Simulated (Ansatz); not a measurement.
**Mo2InC (model structure, started from the MAX type, P6₃/mmc, No. 194, 8 atoms in the cell)**

Method: PBE (Ansatz, a quantum-chemistry and plane-wave program, PAW).

Run with plane-wave cutoff 520 eV, 24×24×4 k mesh (along the axes of the cell as run), Fermi–Dirac smearing 0.05 eV, no spin polarisation, scalar-relativistic PAW data made under PBE.

Cell (relaxed at this level):

```cif
data_C2In2Mo4
_chemical_formula_sum 'In2 Mo4 C2'
_space_group_name_H-M_alt 'P63/mmc'
_space_group_IT_number 194
_space_group_name_Hall '-P 6c 2c'
_cell_length_a 3.12892
_cell_length_b 3.12892
_cell_length_c 14.00350
_cell_angle_alpha 90.000
_cell_angle_beta 90.000
_cell_angle_gamma 120.000
loop_
_atom_site_label
_atom_site_type_symbol
_atom_site_symmetry_multiplicity
_atom_site_Wyckoff_symbol
_atom_site_fract_x
_atom_site_fract_y
_atom_site_fract_z
_atom_site_occupancy
In1 In 2 d 0.66667 0.33333 0.25000 1
Mo1 Mo 4 f 0.33333 0.66667 0.07984 1
C1 C 2 a 0.00000 0.00000 0.00000 1
```

For Mo2InC (model structure, started from the MAX type, P6₃/mmc, No. 194, 8 atoms in the cell), the bulk modulus B0 is 167 GPa.

Note: the run has no spin polarisation, so it can have missed a magnetic state; the bulk modulus is −V dP/dV from two relaxed cells at ±2 % in volume; the relaxation could raise the start's symmetry but not lower it, so the cell can be a saddle point.

Spin–orbit coupling is not included; it can open a gap where bands touch, and shift volumes and moduli.

The computed numbers hold no vibrational or temperature effects.

A model structure was made by putting elements into a prototype or built by hand; it is no filed structure, need not be a known phase, and can be a saddle point held by its symmetry.
